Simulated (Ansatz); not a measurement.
The reference is AsP in the rock salt structure (space group Fm-3m, No. 225; a = 5.210 Å; a hypothetical phase, not in the database extracts checked; relaxed with 0.1 eV smearing). Axes: x, y, z lie along the cube axes.

Method: DFT with PBE, PAW potentials and a 420 eV plane-wave cutoff in Ansatz (an electronic-structure program), no spin-orbit coupling.

It is then changed as follows: the cell is stretched by 5.54 % along x with no lateral relaxation; the atoms relax in the strained cell.

Predict the stress tensor and what it implies for the stiffness.

Stress of the strained cell less that of the base (GPa, compression positive):
```
   -8.8     0.0     0.0
    0.0    -1.3     0.0
    0.0     0.0    -1.3
```

Then −Δσ_ii/ε with ε = 0.0554 gives secant stiffness values (nonlinear terms included at this strain): C11 ≈ 159 GPa, C12 ≈ 24 GPa and C13 ≈ 24 GPa.

As a check, the harmonic strain energy −½ V₀ Δσ:ε is 27 meV/atom; the computed energy rise is 30 meV/atom.

No phonon test of stability was made. The final runs are not spin-polarised.
